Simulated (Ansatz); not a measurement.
Take SiC (space group P6_3mc, No. 186; a = 3.0941 Å, c = 10.1293 Å) as the base.

The values are results of Kohn–Sham DFT with the PBE functional, run in Ansatz (a program for electronic structure) with PAW and 420 eV plane waves, no spin-orbit coupling, not measurements.

Base values:

```
Property     Value
--------  --------
Band gap   2.22 eV
Pressure  0.0 kbar
```

The change: an isotropic linear strain of +3.00 %, atoms relaxed at fixed cell.

Question: What happens to the band gap?

Answer: The band gap falls by 0.029 eV (2.22 eV → 2.20 eV).

Question: What does the calculation give for the pressure after the change?

Answer: The pressure (mean of the normal stresses, compression positive) goes from zero to -158.4 kbar.

Whether these cells are dynamically stable was not tested.
